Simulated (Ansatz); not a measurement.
**AlN: response to strain**

Take AlN in the zinc blende structure (space group F-43m, No. 216; a = 4.342 Å) as the base. Axes: x, y, z lie along the cube axes.

Strains are applied to the cell and any free atomic positions relax; under biaxial strain the out-of-plane vector relaxes too.

Calculations: DFT with LDA, PAW potentials and a 420 eV plane-wave cutoff in Ansatz (a first-principles code), spin-orbit coupling left out.

```tsv
biaxial strain, plane normal [111], relaxed out of plane (%)	out-of-plane strain (%)
0	0.00
0.42	-0.16
0.83	-0.30
1.25	-0.46
1.67	-0.61
2.08	?
2.5	-0.91
```

Fit ε⊥ = −νε + γε² (strains in %) to the rows shown and predict the withheld row.

Least squares on the printed values gives ν = 0.37 (the biaxial Poisson response) and γ = 0.002 (largest residual 0.01 %); this predicts -0.76 %, and the run gives -0.76 %, in agreement.

Whether these cells are dynamically stable was not tested. This is not the structure that AlN has at room temperature and ambient pressure.
